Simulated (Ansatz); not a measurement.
Start from PbTe in the rock salt structure (space group Fm-3m, No. 225).

```
CELL_PARAMETERS angstrom
      0.00000     3.18980     3.18980
      3.18980     0.00000     3.18980
      3.18980     3.18980     0.00000
ATOMIC_POSITIONS crystal
  Te 0.50000 0.50000 0.50000
  Pb 0.00000 0.00000 0.00000
```

Cartesian axes are those of the cell as printed.

Computed with LDA/PAW in Ansatz (a quantum-chemistry and plane-wave program), no SOC.

Base values:

The shortest interatomic distance is 3.190 Å.

It is then changed as follows: compressive biaxial strain of 2.00 % in the plane normal to [001], as in epitaxy on a mismatched substrate; the out-of-plane cell vector and the atoms relax.

Task: What does the calculation give for the out-of-plane strain and shortest interatomic distance after the change?

Result: The out-of-plane strain comes out as +0.12 %; the shortest interatomic distance shrinks by 0.064 Å to 3.126 Å.

Stability against distortions was not tested.
